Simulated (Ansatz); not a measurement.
Computed with PBE (plane waves to 420 eV, PAW; Ansatz, a program for electronic structure).

Electrostatic potential energy of an electron, averaged over planes parallel to the surface, in eV from the Fermi level, for O on the 1x1 (111) surface of fcc Ni, ferromagnetic, one in a 2x1 cell, started at the site 'top Ni':

```json
[
 {"z (Å)": "5.38", "V (eV)": "5.06"},
 {"z (Å)": "5.67", "V (eV)": "5.06"},
 {"z (Å)": "5.95", "V (eV)": "5.06"},
 {"z (Å)": "6.23", "V (eV)": "5.05"},
 {"z (Å)": "6.52", "V (eV)": "5.05"},
 {"z (Å)": "6.80", "V (eV)": "5.04"},
 {"z (Å)": "7.08", "V (eV)": "5.01"},
 {"z (Å)": "7.37", "V (eV)": "4.96"},
 {"z (Å)": "7.65", "V (eV)": "4.85"},
 {"z (Å)": "7.93", "V (eV)": "4.62"},
 {"z (Å)": "8.22", "V (eV)": "4.15"},
 {"z (Å)": "8.50", "V (eV)": "3.15"},
 {"z (Å)": "8.78", "V (eV)": "1.03"},
 {"z (Å)": "9.07", "V (eV)": "-5.03"},
 {"z (Å)": "9.35", "V (eV)": "-14.26"},
 {"z (Å)": "9.63", "V (eV)": "-20.24"},
 {"z (Å)": "9.92", "V (eV)": "-19.00"},
 {"z (Å)": "10.20", "V (eV)": "-11.40"},
 {"z (Å)": "10.48", "V (eV)": "-3.01"},
 {"z (Å)": "10.77", "V (eV)": "-0.51"},
 {"z (Å)": "11.05", "V (eV)": "-4.84"},
 {"z (Å)": "11.33", "V (eV)": "-13.79"},
 {"z (Å)": "11.62", "V (eV)": "-20.14"},
 {"z (Å)": "11.90", "V (eV)": "-19.53"},
 {"z (Å)": "12.18", "V (eV)": "-12.33"},
 {"z (Å)": "12.47", "V (eV)": "-3.63"},
 {"z (Å)": "12.75", "V (eV)": "-0.35"},
 {"z (Å)": "13.03", "V (eV)": "-3.60"},
 {"z (Å)": "13.32", "V (eV)": "-12.22"},
 {"z (Å)": "13.60", "V (eV)": "-19.41"},
 {"z (Å)": "13.88", "V (eV)": "-20.05"},
 {"z (Å)": "14.17", "V (eV)": "-13.71"},
 {"z (Å)": "14.45", "V (eV)": "-4.74"},
 {"z (Å)": "14.73", "V (eV)": "-0.21"},
 {"z (Å)": "15.02", "V (eV)": "-1.83"},
 {"z (Å)": "15.30", "V (eV)": "-9.42"},
 {"z (Å)": "15.58", "V (eV)": "-17.90"},
 {"z (Å)": "15.87", "V (eV)": "-20.99"},
 {"z (Å)": "16.15", "V (eV)": "-17.05"},
 {"z (Å)": "16.43", "V (eV)": "-10.37"},
 {"z (Å)": "16.72", "V (eV)": "-5.51"},
 {"z (Å)": "17.00", "V (eV)": "-2.93"},
 {"z (Å)": "17.28", "V (eV)": "0.61"},
 {"z (Å)": "17.57", "V (eV)": "4.34"},
 {"z (Å)": "17.85", "V (eV)": "5.63"},
 {"z (Å)": "18.13", "V (eV)": "6.02"},
 {"z (Å)": "18.42", "V (eV)": "6.15"},
 {"z (Å)": "18.70", "V (eV)": "6.20"},
 {"z (Å)": "18.98", "V (eV)": "6.22"},
 {"z (Å)": "19.27", "V (eV)": "6.23"},
 {"z (Å)": "19.55", "V (eV)": "6.23"},
 {"z (Å)": "19.83", "V (eV)": "6.23"},
 {"z (Å)": "20.12", "V (eV)": "6.23"},
 {"z (Å)": "20.40", "V (eV)": "6.23"},
 {"z (Å)": "20.68", "V (eV)": "6.23"},
 {"z (Å)": "20.97", "V (eV)": "6.23"},
 {"z (Å)": "21.25", "V (eV)": "6.23"}
]
```

Slab: 9 atoms, 6.0 Å thick at the start under the adsorbate (thin: gaps and levels are the slab's own); k 7x14x1, smearing 0.1 eV, dipole-corrected; 4 atoms held, the rest relaxed; held to the start's symmetry, so lower structures may exist; spin-polarised, no spin-orbit, no U, no dispersion correction. At the end it is bonded to 3 Ni. In PBE it is, or lies within 0.03 eV of, the lowest of the starts that converged.

### Question
The surface cell has an area of 10.73 Å². What dipole along the normal does the step between the two vacuum levels imply?

### Answer
the top vacuum level lies 1.17 eV above the bottom one; p = −ε₀ A ΔV (ε₀ = 0.005526 e/(V·Å)) gives -0.07 e·Å a cell.
